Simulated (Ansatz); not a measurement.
Consider KTaO$_{3}$ in the cubic perovskite structure (space group Pm-3m, No. 221).

```yaml
crystal:
  lattice:
    - [3.99013, 0.00000, 0.00000]
    - [0.00000, 3.99013, 0.00000]
    - [0.00000, 0.00000, 3.99013]
  atoms:
    - { symbol: K, position: [0.00000, 0.00000, 0.00000] }
    - { symbol: Ta, position: [0.50000, 0.50000, 0.50000] }
    - { symbol: O, position: [0.00000, 0.50000, 0.50000] }
    - { symbol: O, position: [0.50000, 0.50000, 0.00000] }
    - { symbol: O, position: [0.50000, 0.00000, 0.50000] }
```

Calculations: Ansatz (a program for electronic structure), r2SCAN, PAW, cutoff 500 eV, without spin-orbit coupling.

```json
[
 {"level": "r2SCAN", "band gap": "2.63 eV"}
]
```

Question: What does experiment give, and how far off is each level?

Answer: Measured: band gap 3.64 eV (temperature not stated; as listed in Burak Himmetoglu, Anderson Janotti, Journal of Physics Condensed Matter (2016)). Computed minus measured — band gap: r2SCAN -1.01 eV. Measured values not marked as corrected hold thermal and zero-point effects that the static-lattice runs lack. A measured gap can be an optical one, lowered by exciton binding. Levels without spin-orbit coupling miss its effect on the gap.

Spin-orbit coupling, missing from the scalar runs, can matter with Ta. Gaps are Kohn–Sham eigenvalue differences; semilocal functionals usually give less than the measured gap. Stability against distortions was not tested.
